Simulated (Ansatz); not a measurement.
Functionals compared on a constructed model of the (0001) surface of hcp Mg, a pseudomorphic layer of W in the host's stacking (bottom of the slab: a bare face, its two planes held), in Ansatz (plane waves, PAW). The structure was relaxed with PBE; the other rows are single points on it. Cutoff 420 eV (500 eV for r2SCAN).

Model: 7-atom slab, 15.5 Å thick at the start, 13x13x1 mesh, Fermi-Dirac 0.1 eV, dipole correction, 2 atoms held, the rest relaxed; symmetry of the start imposed; no spin, no spin-orbit, no U. It is one candidate, not shown to be the stable structure of the face. These notes are the PBE run's.

| functional | work function of the top face (eV) | rough cost of the single point |
|---|---|---|
| PBE | 5.22 | – |
| RPBE | 5.09 | about 23 core-seconds (a rough figure) |
| r2SCAN | 5.34 | around 50 core-seconds (rough) |

Ansatz is a first-principles code.
